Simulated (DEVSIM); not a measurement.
Structure: illuminated Si p-on-n cell, one wavelength, at 250 K.

Layer 1 from the left is Si, thickness (μm) 0.0560, Na (cm⁻³) 9.9e18, τn (s) 1.1e-8, τp (s) 3.7e-8, absorption coefficient (cm⁻¹) 190. Layer 2 from the left is Si, thickness (μm) 68.0, Nd (cm⁻³) 2.3e16, τn (s) 1.1e-7, τp (s) 1.1e-7, absorption coefficient (cm⁻¹) 190.

Left contact: ohmic, minority electron recombination velocity 30000 cm/s. Right contact: ohmic, minority hole recombination velocity 20 cm/s. Voltage is applied to the left contact. Recombination: SRH at mid-gap, radiative, Auger. Light enters at the left, 7.2e15 photons cm⁻² s⁻¹, one pass, no reflection. Mobility is constant in doping.

The device is made up for the run: typed textbook-type constants, with dimensions and the other settings drawn at random. Values at 300 K; Nc and Nv go as T^1.5, mobilities as T to minus their exponent, the gap by Varshni's rule with the affinity fixed.

Si: gap (eV) 1.124, affinity (eV) 4.05, permittivity 11.7, Nc (cm⁻³) 2.86e19, Nv (cm⁻³) 3.1e19, μn (cm²/Vs) 1417, μp (cm²/Vs) 470, T exponent of μn 2.3, T exponent of μp 2.2, B (cm³/s) 4.7e-15, Cn (cm⁶/s) 2.8e-31, Cp (cm⁶/s) 9.9e-32, Varshni α (eV/K) 0.000473, Varshni β (K) 636.

Model (solved in DEVSIM): 1D drift-diffusion, Boltzmann statistics, complete ionisation; no tunnelling, impact ionisation, image-force lowering or self-heating.

Task: What does the simulation give for the dark forward voltage at 1 A/cm², the largest field in the device at zero bias?

Result: dark forward voltage at 1 A/cm² 0.759 V; largest field in the device at zero bias 170000 V/cm.
